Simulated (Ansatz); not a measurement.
System: cubic perovskite TlMnCl₃. Method: HSE06 (PAW; Ansatz, a first-principles code).

Numerical settings: plane-wave cutoff 460 eV, 6×6×6 k mesh, Fermi–Dirac smearing 0.01 eV, spin-polarised start, scalar-relativistic PAW data made under PBE.

Response to compression and expansion:

| V (Å³/atom) | P (GPa) | direct gap at Γ (eV) | smallest gap on the k mesh (eV) |
|---|---|---|---|
| 24.345 | 2.72 | 6.057 | 3.609 |
| 24.700 | 2.05 | 5.967 | 3.647 |
| 25.350 | 0.95 | 5.806 | 3.635 |
| 25.811 | 0.26 | 5.696 | 3.626 |
| 26.650 | -0.83 | 5.504 | 3.608 |
| 27.300 | -1.55 | 5.361 | 3.592 |

The fundamental gap (3.62 eV at the equilibrium volume, on the SCF mesh) lies elsewhere than Γ–Γ.

Note: the magnetic order was assumed, not searched for or taken from measurement; the relaxation could not lower the start's symmetry, so the cell can be a saddle point above a distorted one.

Spin–orbit coupling is not included; with these elements it can move the gap by several tenths of an eV or more.
